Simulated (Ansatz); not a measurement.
# Response to strain in WSe2

Consider WSe2 in the 2H-MoS2 type structure (space group P6_3/mmc, No. 194; layered, stacked along the Cartesian z axis).

```xyz
6
Lattice="3.2791 0.0000 0.0000 -1.6395 2.8397 0.0000 0.0000 0.0000 12.7861" Properties=species:S:1:pos:R:3 pbc="T T T"
W      0.0000     1.8932     3.1965
W      1.6395     0.9466     9.5895
Se     0.0000     1.8932     7.9053
Se     1.6395     0.9466     1.5123
Se     1.6395     0.9466     4.8808
Se     0.0000     1.8932    11.2738
```

Cartesian axes are those of the cell as printed.

Strains are applied to the cell and any free atomic positions relax; under biaxial strain the out-of-plane vector relaxes too.

Level of theory: Ansatz (a quantum-chemistry and plane-wave program), PBE-D3(BJ), PAW, cutoff 420 eV, scalar-relativistic without spin-orbit coupling.

```tsv
biaxial strain, plane normal [001], relaxed out of plane (%)	out-of-plane strain (%)
-4.25	1.71
-1.83	0.71
-1.55	?
-0.64	0.25
0	0.00
```

Task: Fit ε⊥ = −νε + γε² (strains in %) to the rows shown and predict the withheld row.

Result: Least squares on the printed values gives ν = 0.38 (the biaxial Poisson response) and γ = 0.005 (largest residual 0.00 %); this predicts 0.60 %, and the run gives 0.60 %, in agreement.

Stability against distortions was not tested.
